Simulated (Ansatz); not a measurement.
Consider BP (space group P4_2/mnm, No. 136; a = 5.5685 Å, c = 3.2054 Å; a hypothetical phase, not in the database extracts checked).

(Cell as relaxed with PBE.)

Levels (all Ansatz, a first-principles code, PAW): PBE (420 eV, spin-orbit coupling left out); PBEsol (420 eV, scalar-relativistic without spin-orbit coupling).

Each level relaxes its own structure.

```tsv
quantity	PBE	PBEsol
volume per atom	12.42 Å³	?
lattice parameter a	556.9 pm	?
lattice parameter c	320.5 pm	?
band gap	0.47 eV	?
gap character	indirect, Γ → k = (0, 0, 0.300) in the run's primitive reciprocal basis	?
electron mass	0.48 mₑ along k, 0.33 mₑ across	?
```

Q: What does PBEsol give?

A: 
- volume per atom, PBEsol: 12.19 Å³
- lattice parameter a, PBEsol: 553.2 pm
- lattice parameter c, PBEsol: 318.7 pm
- band gap, PBEsol: 0.26 eV
- gap character, PBEsol: indirect, Γ → k = (0, 0, 0.300) in the run's primitive reciprocal basis
- electron mass, PBEsol: 0.46 mₑ along k, 0.32 mₑ across

PBE's volume per atom lies 0.23 Å³ above PBEsol's (1.9 %); PBE's lattice parameter a lies 3.62 pm above PBEsol's (0.7 %); PBE's lattice parameter c lies 1.8 pm above PBEsol's (0.6 %); PBE's band gap lies 0.21 eV above PBEsol's; the two agree on the gap character. Neither level is exact; PBEsol is the comparison here, not a measurement.

Masses are band curvatures over ±0.01 Å⁻¹ around the edge. Along k means along the line from Γ to the band edge. Stability against distortions was not tested. The zero or small gap of BP can change with the level of theory.
